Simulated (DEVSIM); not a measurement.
**abrupt GaAs p-n junction**

System: abrupt GaAs p-n junction, at 400 K.

| layer (left to right) | material | thickness (μm) | Nd (cm⁻³) | Na (cm⁻³) | τn (s) | τp (s) |
|---|---|---|---|---|---|---|
| 1 | GaAs | 0.0220 | - | 2.6e17 | 8.4e-9 | 8.4e-9 |
| 2 | GaAs | 13.0 | 2.9e15 | - | 8.4e-9 | 8.4e-9 |

Left contact: ohmic. Right contact: ohmic. Voltage is applied to the left contact. Recombination: SRH at mid-gap, Auger. Mobility is constant in doping.

Constants are typed, rounded textbook-type inputs, not results; the design itself was drawn at random and stands for no fabricated device. Values at 300 K; Nc and Nv go as T^1.5, mobilities as T to minus their exponent, the gap by Varshni's rule with the affinity fixed.

```csv
parameter,GaAs
gap (eV),1.424
affinity (eV),4.07
permittivity,12.9
Nc (cm⁻³),4.7e17
Nv (cm⁻³),9e18
μn (cm²/Vs),8500
μp (cm²/Vs),400
T exponent of μn,2.1
T exponent of μp,2.2
Cn (cm⁶/s),1e-30
Cp (cm⁶/s),1e-30
Varshni α (eV/K),0.000541
Varshni β (K),204
```

Model (solved in DEVSIM): 1D drift-diffusion, Boltzmann statistics, complete ionisation; no tunnelling, impact ionisation, image-force lowering or self-heating.

```
Property                                           Result
---------------------------------------------  ----------
Potential step across the device at zero bias     1.050 V
Largest field in the device at zero bias       39000 V/cm
Dark forward voltage at 1 A/cm²                   0.687 V
Dark forward voltage at 100 A/cm²                 0.905 V
```

Small-signal capacitance in reverse bias (quasi-static):

```csv
V (V),C (nF/cm²)
-0.4,13.9
-1,11.6
-2,9.41
-3,8.13
-4,7.27
-6,6.14
-8,5.42
-10,4.90
-13,4.34
-16,3.94
-20,3.55
```

Dark forward current:

(V (V), J (A/cm²)): (0.05, 4.9e-7); (0.10, 1.5e-6); (0.15, 3.6e-6); (0.25, 2.0e-5); (0.30, 5.2e-5); (0.35, 0.00014); (0.40, 0.00044); (0.45, 0.0015); (0.50, 0.0056); (0.60, 0.087); (0.65, 0.36); (0.70, 1.4); (0.75, 5.6); (0.80, 19); (0.90, 95); (0.95, 160); (1.00, 230); (1.05, 310); (1.10, 410); (1.20, 630); (1.25, 760); (1.30, 900); (1.35, 1100); (1.40, 1200); (1.45, 1400); (1.55, 1800); (1.60, 2000); (1.65, 2200)
